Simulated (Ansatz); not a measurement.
## RbBr (Pm-3m): band-edge transport data

Given:

```
RbBr
1.0
    4.07295     0.00000     0.00000
    0.00000     4.07295     0.00000
    0.00000     0.00000     4.07295
Rb Br
1 1
Direct
  0.00000   0.00000   0.00000
  0.50000   0.50000   0.50000
```

These are r2SCAN, rigid bands (plane waves, PAW, scalar-relativistic; Ansatz, a first-principles code) values and carry that method's errors. Condition of this run: functional r2SCAN on the same cell. Geometry: cell and atoms relaxed with PBEsol.

```
Property                                                                                                                                                      Result
---------------------------------------------------------------------------------------------------------------------------------------  ---------------------------
band gap                                                                                                                                                     4.98 eV
electron conductivity mass (300 K, dilute)                                                                                                                   0.33 mₑ
effective density of states N_c (300 K)                                                                                                                  4.9e18 cm⁻³
density-of-states mass, electrons                                                                                                                            0.33 mₑ
Seebeck coefficient, n-type 1e19 cm⁻³, 300 K                                                                                                               -165 μV/K
best n-type power factor at 300 K for τ = 10 fs (best axis; densities from 1e16 to 1e21 cm⁻³ tried, whether or not they can be reached)  2.3 μW/(cm·K²) at 1e19 cm⁻³
```

Rigid bands; masses and Seebeck coefficients take one relaxation time τ for all states and one kind of carrier; polarons and phonon drag are left out. Spin-orbit coupling is left out. Geometry: cell and atoms relaxed with PBEsol.

Computed structure, not matched to a measured one here, so possibly hypothetical: RbBr (Pm-3m).
